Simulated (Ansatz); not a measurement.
LiH (Fm-3m): ε∞ = 3.886, static ε₀ = 13.40, effective LO energy 139 meV, hole mass 0.492 mₑ (band masses from Ansatz (a quantum-chemistry and plane-wave program) with r2SCAN, rigid bands, cell and atoms relaxed with PBEsol; dielectric constants and zone-centre modes from r2SCAN (Ansatz) on its own relaxed cell).

Task: Work out the Fröhlich coupling α = (1/ε∞ − 1/ε₀) √(m Ry/ħω_LO) and what it means for transport at 300 K.

Result: 1/ε∞ − 1/ε₀ = 0.183 and √(m × 13.606 eV/ħω) = 6.93, so α = 1.27; in weak coupling the polaron mass is about m(1 + α/6). No mobility is given: intermediate coupling to a stiff mode, where neither simple mobility formula holds.

Model: isotropic Fröhlich coupling of one parabolic band to one effective longitudinal optical (LO) phonon, from the dielectric constants and phonon modes at the zone centre, chosen so that α equals the sum over the polar modes. Acoustic, nonpolar, intervalley and impurity scattering are left out, and they lower the mobility further; with several valleys or bands the averaged mass is a rough stand-in. Semilocal functionals tend to overestimate ε∞, which makes α low and the mobility high.
